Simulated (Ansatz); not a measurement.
Functionals compared on a constructed model of the (100) surface of fcc Rh, a pseudomorphic layer of Si in the host's stacking (bottom of the slab: a bare face, its two planes held), in Ansatz (plane waves, PAW). The structure was relaxed with PBE; the other rows are single points on it. Cutoff 420 eV (500 eV for r2SCAN).

Slab: 7 atoms, 11.4 Å thick at the start; k 14x14x1, smearing 0.1 eV, dipole-corrected; 2 atoms held, the rest relaxed; start symmetry kept, larger cells not searched; no spin, no spin-orbit, no U. It is one candidate, not shown to be the stable structure of the face. These notes are the PBE run's.

| functional | work function of the top face (eV) | rough cost of the single point |
|---|---|---|
| PBE | 5.45 | – |
| RPBE | 5.38 | around 40 core-seconds (rough) |
| r2SCAN | 5.58 | around 60 core-seconds (rough) |

Ansatz is an electronic-structure program.
